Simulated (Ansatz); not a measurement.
**Response to strain in CsPbBr3**

Base system: CsPbBr$_{3}$ in the cubic perovskite structure (space group Pm-3m, No. 221).

CsPbBr3 is modelled in the cubic space group Pm-3m (No. 221), the cubic perovskite structure, Pearson symbol cP5. Conventional cell: a = b = c = 5.7702 Å, α = β = γ = 90.00°. Cs on 1a is surrounded by 12 Br at 4.080 Å (cuboctahedral). Pb on 1b sees 6 Br at 2.885 Å (octahedral). Br on 3c has 2 Pb at 2.885 Å and 4 Cs at 4.080 Å (octahedral). (Neighbours: up to the widest gap in distance over summed covalent radii, below 1.35, at either atom; cation-cation and far metal-metal contacts left out.)

Strains are applied to the cell and any free atomic positions relax.

Calculations: LDA/PAW in Ansatz (a program for electronic structure), no spin-orbit coupling.

Base values:

```
Quantity    Value
--------  -------
Band gap  1.17 eV
```

**Question.** The aim is a band gap between 0.76 eV and 0.84 eV. Which of these changes reaches it?
(A) isotropic strain −2.40 %
(B) isotropic strain −1.20 %
(C) isotropic strain −3.00 %

**Answer.** A, isotropic strain −2.40 %. It gives 0.80 eV; isotropic strain −3.00 % gives 0.70 eV; isotropic strain −1.20 % gives 0.99 eV. Changes not listed may reach it too

With Pb present, leaving out spin-orbit coupling can change the band edges. No phonon test of stability was made. Many cubic perovskites are stable only at high temperature; tilts and polar distortions were not tested. This is not the structure that CsPbBr3 has at room temperature and ambient pressure.
